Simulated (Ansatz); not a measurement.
**A computed series for V4GaS8: pressure series**

Base system: V$_{4}$GaS$_{8}$ (space group F-43m, No. 216; a = 9.509 Å).

Cell and atoms are relaxed at each pressure.

Calculations: plane-wave PAW DFT at the PBEsol level (Ansatz, a first-principles code, 420 eV), without spin-orbit coupling.

```tsv
P (GPa)	V (Å³/atom)
-1.99	16.928
-0.99	16.723
0.29	16.479
0.68	16.408
1.50	16.270
2.99	16.029
4.98	15.738
7.50	15.409
9.98	15.118
```

Question: Fit a third-order Birch–Murnaghan equation of state.

Answer: Least squares on P(V) = (3B₀/2)[(V₀/V)^(7/3) − (V₀/V)^(5/3)]·[1 + (3/4)(B₀′ − 4)((V₀/V)^(2/3) − 1)] gives V₀ = 16.53 Å³/atom, B₀ = 90 GPa and B₀′ = 4.9.

Load acts through the strain it causes; cell and atoms are relaxed under it. No phonon test of stability was made. Competing high-pressure phases were not computed. Seeded moments were not kept for the base. The base started in R3m and relaxed to F-43m at this level. All final runs are without spin polarisation. An odd electron count without spin: V4GaS8.
